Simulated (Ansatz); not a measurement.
Consider the following.

```xyz
4
Lattice="2.5347 0.0000 0.0000 -1.2674 2.1951 0.0000 0.0000 0.0000 4.1924" Properties=species:S:1:pos:R:3 pbc="T T T"
B      1.2674     0.7317     4.1916
B      0.0000     1.4634     2.0954
N      1.2674     0.7317     2.6218
N      0.0000     1.4634     0.5256
```

No spin polarisation.

Computed with PBE (Ansatz, a quantum-chemistry and plane-wave program), spin-orbit coupling left out. k-mesh 15×15×8 (Γ-centred); smearing 0.05 eV (Fermi–Dirac).

**Question.** Predict the width of the top valence band, band gap, electron mass and gap character.

**Answer.** Width of the top valence band: 5.49 eV
Band gap: 5.18 eV
Electron mass: 0.30 mₑ along c, 0.51 mₑ across (at K)
Gap character: indirect, Γ → K

Load acts through the strain it causes; cell and atoms are relaxed under it. Masses are band curvatures over ±0.01 Å⁻¹ around the edge. No phonon test of stability was made. No other phases were tried under pressure. The cell was made from BN in the wurtzite structure (space group P6_3mc, No. 186) by this change: pressure 9 GPa.
